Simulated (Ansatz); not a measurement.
## Effect of Sn → Os on Sn

Consider Sn (space group I4_1/amd, No. 141; a = 5.8331 Å, c = 3.1580 Å).

Now apply this change: every Sn is replaced by Os, then cell and atoms are relaxed.

Level of theory: PBEsol, PAW, 420 eV (Ansatz, a quantum-chemistry and plane-wave program; no SOC), earlier PAW set. Settings: 20×20×20 k-points, 0.05 eV Fermi–Dirac smearing, for the changed cell.

```json
[
 {"quantity": "volume per atom", "base": "26.86 Å³", "changed": "15.65 Å³", "shift": "-11.21 Å³"},
 {"quantity": "density", "base": "7.34 g/cm³", "changed": "20.18 g/cm³", "shift": "+12.84 g/cm³"},
 {"quantity": "lattice parameter a", "base": "583.3 pm", "changed": "482.9 pm", "shift": "-100.4 pm"},
 {"quantity": "c/a ratio", "base": "0.541", "changed": "0.556", "shift": "+0.015"},
 {"quantity": "space group", "base": "I4_1/amd (No. 141)", "changed": "I4_1/amd (No. 141)", "shift": "–"},
 {"quantity": "band gap", "base": "zero", "changed": "zero", "shift": "–"}
]
```

Stability against distortions was not tested. As relaxed here, Os is a hypothetical phase, not in the database extracts checked. All final runs are without spin polarisation. Os has a high density of states at the Fermi level and may be magnetic at this level.
